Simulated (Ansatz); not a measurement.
A self-consistent single point of Cs₂KGaI₆ (Fm-3m, 10 atoms in the cell) with Ansatz (a program for electronic structure).

Method of the run: PBEsol, default PAW files made with PBE (plane waves; Ansatz).

```xyz
10
Lattice="0.0000 6.0945 6.0945 6.0945 0.0000 6.0945 6.0945 6.0945 0.0000" Properties=species:S:1:pos:R:3 pbc="T T T"
Cs     3.0472     3.0472     3.0472
Cs     9.1417     9.1417     9.1417
K      6.0945     6.0945     6.0945
Ga     0.0000     0.0000     0.0000
I      3.0582     6.0945     6.0945
I      9.1307     6.0945     6.0945
I      6.0945     3.0582     6.0945
I      6.0945     9.1307     6.0945
I      6.0945     6.0945     3.0582
I      6.0945     6.0945     9.1307
```

Reference input (self-consistent single point, DFT, PBEsol, plane waves, default PAW files made with PBE): basis.ecutwfc = 420 eV; kpoints.mp_grid.grid = 3 3 3; hamiltonian.xc = pbesol; hamiltonian.pseudopotentials = {kind: paw} (the program's default PAW files); scf.occupations.method = cold; scf.occupations.width = 0.05 eV. This run's input differs from it in these lines:

Ansatz 0.2 input:
```diff
@@ -17,3 +17,3 @@
 basis:
-  ecutwfc: 420.0
+  ecutwfc: 250.0
 kpoints:
```

Log, with long lists cut:

```
SCF iter   1: F=—  HF=-61026.728359 eV  |F-HF|=—  |Δ(HF+E_count)|=         —  Δρ=7.40e-3  dr2=1.19e-1  ethr=1.77e-3  ⟨swp⟩=6.5  Hψ=1291  notcnv=0  defer=26
all-band conjugate gradients solve this SCF's bands
preconditioner: auto → LDOS
SCF iter   2: F=—  HF=-61026.694102 eV  |F-HF|=—  |Δ(HF+E_count)|=   3.43e-2  S|Δr|=    0.00e0  Δρ=9.27e-3  dr2=2.60e-1  ethr=8.35e-5  ⟨swp⟩=3.0  Hψ=868  notcnv=0  defer=42
   [... lines left out ...]
SCF iter   6: F=—  HF=-61026.445196 eV  |F-HF|=—  |Δ(HF+E_count)|=   2.02e-4  S|Δr|=    0.00e0  Δρ=5.25e-5  dr2=2.70e-5  ethr=5.56e-7  ⟨swp⟩=2.0  Hψ=448  notcnv=0  defer=41
SCF iter   7: F=—  HF=-61026.445082 eV  |F-HF|=—  |Δ(HF+E_count)|=   1.14e-4  S|Δr|=    0.00e0  Δρ=1.26e-5  dr2=5.64e-7  ethr=1.90e-8  ⟨swp⟩=2.0  Hψ=473  notcnv=0  defer=41
SCF iter   8: F=-61026.445083 eV  HF=-61026.445083 eV  |F-HF|=2.49e-8  |Δ(HF+E_count)|=   9.59e-7  S|Δr|=    0.00e0  Δρ=2.07e-6  dr2=1.34e-8  ethr=7.04e-11  ⟨swp⟩=17.5  Hψ=2165  notcnv=0
SCF 1 converged in 8 iterations: F = -61026.445083 eV  dr2 = 1.34e-8
Stability not checked (fill_not_monotonic)
Free energy (F): -61026.445083 eV
Internal energy: -61026.445098 eV  (E = F + TS)
E sigma→0 (E₀):  -61026.445088 eV
Entropy (-TS):   0.000015 eV (0.001 meV/atom)
Fermi energy:    3.453269 eV
--- Forces (eV/Å), atoms counted from 1 ---
  atom   1  Cs    -0.00000000    -0.00000000     0.00000000
  atom   2  Cs    -0.00000000    -0.00000000     0.00000000
  atom   3  K      0.00000000    -0.00000000    -0.00000000
  atom   4  Ga     0.00000000    -0.00000000     0.00000000
   [... lines left out ...]
  atom  10  I      0.00000000     0.00000000     1.45960244
--- Stress (GPa, compression-positive) ---
       -0.842149       0.000000      -0.000000
        0.000000      -0.842149      -0.000000
        0.000000       0.000000      -0.842149
  P = ⅓ Tr σ = -0.8421 GPa (-8.421 kbar)
  The stress holds the Pulay correction. Without it, at fixed plane waves, as pw.x and ABINIT print it: P = -19.9908 GPa
```

The run converged in 8 iterations. Against the reference run the free energy goes up by 702 meV/atom, the pressure stays at -0.84 GPa and the largest force goes from 1.496 to 1.460 eV/Å.

The starting cell was generated: these elements placed on a structure prototype, without a prior relaxation; it need not be a known phase or ordering of this composition. Spin-orbit coupling is off. Forces in this geometry exceed 1 eV/Å. Ansatz's pressure includes its estimate of the finite-basis (Pulay) stress. Without the estimate this run gives -19.99 GPa. The cutoff lies below the one recommended for these files. The run gives no clean gap (levels at the Fermi energy touch, overlap or are partly filled at this smearing), which alone does not show that the compound is a metal.
